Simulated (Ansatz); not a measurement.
A series of runs on KNiI3 (Pm-3m, 5 atoms in the cell)

```
CELL_PARAMETERS angstrom
      5.35587     0.00000     0.00000
      0.00000     5.35587     0.00000
      0.00000     0.00000     5.35587
ATOMIC_POSITIONS crystal
  K  0.00000 0.00000 0.00000
  Ni 0.50000 0.50000 0.50000
  I  0.00000 0.50000 0.50000
  I  0.50000 0.50000 0.00000
  I  0.50000 0.00000 0.50000
```
Moments meant for the start (each program seeds them in its own way; μB, in the order of the atoms K Ni I I I): 0.0 2.0 0.0 0.0 0.0.

Base run A: Ansatz (a quantum-chemistry and plane-wave program) with PBE, self-consistent single point.

Its settings: kpoints.mp_grid.grid = 5 5 5; hamiltonian.xc = pbe; hamiltonian.pseudopotentials = {kind: paw} (the program's default PAW files); magnetization.spin_polarized = true; scf.occupations.method = fermi_dirac; scf.occupations.width = 0.0073 Ry.

The starting cell was generated: these elements placed on a structure prototype, without a prior relaxation; it need not be a known phase or ordering of this composition. Its lattice was rescaled by a random factor within 2.5 % of one. The starting moments vanished: the run ended non-magnetic, which need not be the lowest state. The program warned that a starting moment was not kept. Ansatz's pressure includes its estimate of the finite-basis (Pulay) stress.

ΔF is the free energy per atom less that of run A. 

Runs:
- B: scf.algorithm: default → direct_min
- C: scf.eigensolver.kind: default (the program chose band_cg) → davidson
- D: basis.precision: default → f64
- E: scf.self_checks: default → high

| run | ΔF (meV/atom) | pressure (GPa) | iterations |
|---|---|---|---|
| A | 0.00 | 2.54 | 22 |
| B | 0.00 | 2.54 | 24 |
| C | 0.00 | 2.54 | 22 |
| D | 0.00 | 2.54 | 22 |
| E | 0.00 | 2.54 | 22 |

Runs B, C, D, E reached the same state as A (within 1 meV/atom and 0.1 μB a site).

Keys are those of Ansatz 0.2.
